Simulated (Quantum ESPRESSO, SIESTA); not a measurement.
A Quantum ESPRESSO input for a self-consistent single point of TiTe (P6_3/mmc, 4 atoms in the cell) (DFT, LDA (PZ), plane waves, GBRV 1.5 ultrasoft (LDA) pseudopotentials):

```fortran
&control
  calculation = 'scf',
  outdir = './tmp/',
  pseudo_dir = './',
  tprnfor = .true.,
  tstress = .true.,
/
&system
  ibrav = 0,
  nat = 4,
  ntyp = 2,
  ecutwfc = 50,
  ecutrho = 400,
  occupations = 'smearing',
  smearing = 'fermi-dirac',
  degauss = 0.0073499,
/
&electrons
  conv_thr = 1e-10,
  mixing_beta = 0.5,
/
ATOMIC_SPECIES
Ti    47.8670  ti_lda_v1.4.uspp.F.UPF
Te   127.6000  te_lda_v1.uspp.F.UPF
ATOMIC_POSITIONS angstrom
Ti    0.00000000    0.00000000    3.57179800
Ti    0.00000000    0.00000000    0.00000000
Te    1.79562562    1.03670493    1.78589900
Te    0.00000000    2.07340987    5.35769700
K_POINTS automatic
7 7 3  0 0 0
CELL_PARAMETERS angstrom
   3.59125123     0.00000000     0.00000000
  -1.79562562     3.11011480     0.00000000
   0.00000000     0.00000000     7.14359600
```

Q: Give the SIESTA input for the same structure, mesh, smearing and functional.

A: This is the input that was run; spellings and numerical settings could be chosen otherwise.

```
# files in the folder: Ti.psml Te.psml (PseudoDojo LDA standard)
SystemName  TiTe
SystemLabel siesta

NumberOfAtoms                4
NumberOfSpecies              2
%block ChemicalSpeciesLabel
  1 22 Ti
  2 52 Te
%endblock ChemicalSpeciesLabel
LatticeConstant              1.0 Ang
%block LatticeVectors
     3.591251000    0.000000000    0.000000000
    -1.795626000    3.110115000    0.000000000
     0.000000000    0.000000000    7.143596000
%endblock LatticeVectors
AtomicCoordinatesFormat      ScaledCartesian
%block AtomicCoordinatesAndAtomicSpecies
     0.000000000    0.000000000    3.571798000  1
     0.000000000    0.000000000    0.000000000  1
     1.795627129    1.036703963    1.785899000  2
    -0.000002129    2.073411037    5.357697000  2
%endblock AtomicCoordinatesAndAtomicSpecies

XC.functional                LDA
XC.authors                   PW92
PAO.BasisSize                DZP
PAO.EnergyShift              0.01 Ry
MeshCutoff                   400 Ry
%block kgrid.MonkhorstPack
    7   0   0  0.0
    0   7   0  0.0
    0   0   3  0.0
%endblock kgrid.MonkhorstPack
OccupationFunction           FD
ElectronicTemperature        1160.45 K

MaxSCFIterations             150
SCF.Mixer.Method             Broyden
SCF.Mixer.Weight             0.2
SCF.Mixer.History            6
SCF.DM.Tolerance             1.0E-05
Diag.ParallelOverK           true
WriteForces                  true
```

Basis settings and potentials, where a program has them, do not carry over. This input uses DFT, LDA PW92, numerical atomic orbitals DZP, PseudoDojo LDA standard norm-conserving potentials (rewritten from UPF to PSML). LDA parametrisations can differ slightly between programs. Both were run: pressure 0.42 GPa in Quantum ESPRESSO and -0.25 in SIESTA.

On Quantum ESPRESSO: the starting cell comes from a database of computed structures (which also holds hypothetical and non-ambient phases and stackings), without a prior relaxation at this level. Its lattice was rescaled by a random factor within 2.5 % of one. Spin polarisation is off, so a magnetic state, if there is one, cannot be reached.

On SIESTA: the starting cell comes from a database of computed structures (which also holds hypothetical and non-ambient phases and stackings), without a prior relaxation at this level. Its lattice was rescaled by a random factor within 2.5 % of one. Spin polarisation is off, so a magnetic state, if there is one, cannot be reached. Values carry the incompleteness of an atom-centred basis.
